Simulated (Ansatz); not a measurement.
## BeS in the zinc blende structure (space group F-43m, No. 216)

```cif
data_BeS
_chemical_formula_sum 'Be1 S1'
_space_group_name_H-M_alt 'P 1'
_space_group_IT_number 1
_cell_length_a 3.42104
_cell_length_b 3.42104
_cell_length_c 3.42104
_cell_angle_alpha 60.000
_cell_angle_beta 60.000
_cell_angle_gamma 60.000
loop_
_space_group_symop_operation_xyz
  'x, y, z'
loop_
_atom_site_label
_atom_site_type_symbol
_atom_site_fract_x
_atom_site_fract_y
_atom_site_fract_z
_atom_site_occupancy
Be1 Be 0.00000 0.00000 0.00000 1
S1 S 0.25000 0.25000 0.25000 1
```

Level of theory: Kohn–Sham DFT with the PBEsol functional, run in Ansatz (a program for electronic structure) with PAW and 420 eV plane waves, scalar-relativistic without spin-orbit coupling. Γ-centred 12×12×12 mesh, Fermi–Dirac width 0.05 eV.

| Property | Value |
|---|---|
| Volume per atom | 14.16 Å³ |
| Density | 2.41 g/cm³ |
| Band gap | 2.91 eV, indirect, Γ → X |
| Electron mass | 0.80 mₑ along k, 0.28 mₑ across |
| Hole mass (degenerate bands, along [100]) | 0.33, 0.55, 0.55 mₑ |
| Lowest conduction-band minima above the VBM | X along ⟨100⟩ 2.91 eV |
| Total energy | -488.722 eV/atom (σ→0; compares only within this code and set-up) |

Masses are band curvatures over ±0.01 Å⁻¹ around the edge. Along k means along the line from Γ to the band edge. Stability against distortions was not tested.
